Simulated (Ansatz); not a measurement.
Structures of equal composition on the (110) surface of bcc W: a layer of Ga in place of the second plane; a layer of Ga in place of the third plane. The slabs share one bottom face, and each structure is named by its start. These are constructed structures in small cells; real faces may alloy, dewet or reconstruct in larger ones, and not all known structures of the face are among them. Slabs of about 11 Å, Fermi-Dirac smearing of 0.1 eV. Bottom of the slabs: a bare face, its two planes held. Relaxed from the named starts with such symmetry as they have, on meshes of like density; energies extrapolated to zero smearing; spin only where a row says so; no spin-orbit coupling, no U. Brackets mark spin-polarised runs, whose order is one that fits the cell.

These are PBE (plane waves to 420 eV, PAW; Ansatz, a program for electronic structure) values and carry that method's errors.

Order them by energy per 1x1 cell (lowest first) at the level PBE.

a layer of Ga in place of the third plane (0.000 eV), a layer of Ga in place of the second plane (0.127 eV)
